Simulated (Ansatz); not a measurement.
Hypothetical fluorite TaGe2: response to strain

The parent structure is TaGe2 in the fluorite structure (space group Fm-3m, No. 225; a hypothetical phase, not in the database extracts checked).

```yaml
crystal:
  lattice:
    - [0.00000, 3.09446, 3.09446]
    - [3.09446, 0.00000, 3.09446]
    - [3.09446, 3.09446, 0.00000]
  atoms:
    - { symbol: Ta, position: [0.00000, 0.00000, 0.00000] }
    - { symbol: Ge, position: [0.25000, 0.25000, 0.25000] }
    - { symbol: Ge, position: [0.75000, 0.75000, 0.75000] }
```

Cartesian axes are those of the cell as printed.

Strains are applied to the cell and any free atomic positions relax; under biaxial strain the out-of-plane vector relaxes too.

Method: plane-wave PAW DFT at the PBEsol level (Ansatz, a first-principles code, 420 eV), no spin-orbit coupling.

Notes on the quantities. energy relative to the base: free energy F; pressure: mean of the normal stresses, compression positive.

```tsv
case	energy relative to the base	space group	volume per atom	pressure
base	0 meV/atom	Fm-3m (No. 225)	19.75 Å³	0.0 GPa
biaxial strain +0.95 %, plane normal [001], relaxed out of plane	-2.8 meV/atom	I4/mmm (No. 139)	19.50 Å³	1.4 GPa
biaxial strain −0.74 %, plane normal [110], relaxed out of plane	-2.9 meV/atom	Immm (No. 71)	20.06 Å³	-1.8 GPa
isotropic strain −1.64 %	+17 meV/atom	Fm-3m (No. 225)	18.80 Å³	6.1 GPa
tensor shear ε_xz = +0.88 %	-1.0 meV/atom	Immm (No. 71)	19.75 Å³	0.0 GPa
```

Without a gap, meshes like the base's 13×13×13 leave anisotropic stresses uncertain by several tenths of a GPa, and small strain energies with them. Whether these cells are dynamically stable was not tested. The final runs are not spin-polarised. An odd electron count without spin: TaGe2. Under biaxial strain +0.95 %, plane normal [001], relaxed out of plane, biaxial strain −0.74 %, plane normal [110], relaxed out of plane and tensor shear ε_xz = +0.88 % the cell ends below the base's energy or with stress of the wrong sign: the atoms slid into a distortion or the cell is elastically unstable, so the base is not a stable minimum at this level. TaGe2 has a high density of states at the Fermi level and may be magnetic at this level.
